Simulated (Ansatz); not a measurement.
## Effect of pressure 22.5 GPa on BN

The reference is BN in the wurtzite structure (space group P6_3mc, No. 186; a = 2.555 Å, c = 4.225 Å).

Perturbation: a hydrostatic pressure of 22.5 GPa.

Level of theory: PBE/PAW in Ansatz (a first-principles code), no spin-orbit coupling. Γ-centred 15×15×8 mesh, Fermi–Dirac width 0.05 eV.

```tsv
quantity	base	changed	shift
volume per atom	5.97 Å³	5.65 Å³	-0.32 Å³
density	3.45 g/cm³	3.65 g/cm³	+0.194 g/cm³
lattice parameter a	255.5 pm	250.8 pm	-4.7 pm
c/a ratio	1.654	1.654	+0.0006
shortest interatomic distance	156.7 pm	153.9 pm	-2.8 pm
enthalpy H = E + PV relative to the base's energy	–	+0.81 eV/atom	–
band gap	5.23 eV	5.11 eV	-0.12 eV
gap character	indirect, Γ → K	indirect, Γ → K	–
smallest direct gap	8.23 eV	8.50 eV	+0.261 eV
mean gap deformation potential ΔEg/Δln V	–	+2.2 eV	–
width of the top valence band	5.37 eV	5.66 eV	+0.296 eV
electron mass	0.31 mₑ along c, 0.51 mₑ across (at K)	0.31 mₑ along c, 0.51 mₑ across (at K)	–
valence-band top at Γ (three highest levels, from the VBM)	0.00, 0.00, -0.26 eV	0.00, 0.00, -0.31 eV	–
```

Final structure:

```xyz
4
Lattice="2.5080 0.0000 0.0000 -1.2540 2.1720 0.0000 0.0000 0.0000 4.1492" Properties=species:S:1:pos:R:3 pbc="T T T"
B      0.0000     1.4480     0.0017
B      1.2540     0.7240     2.0762
N      0.0000     1.4480     1.5543
N      1.2540     0.7240     3.6289
```

Cost of the whole job for the changed cell (relaxation, final SCF and bands): about 30 core-seconds (a rough figure).

Load acts through the strain it causes; cell and atoms are relaxed under it. Masses are band curvatures over ±0.01 Å⁻¹ around the edge. Stability against distortions was not tested. No other phases were tried under pressure.
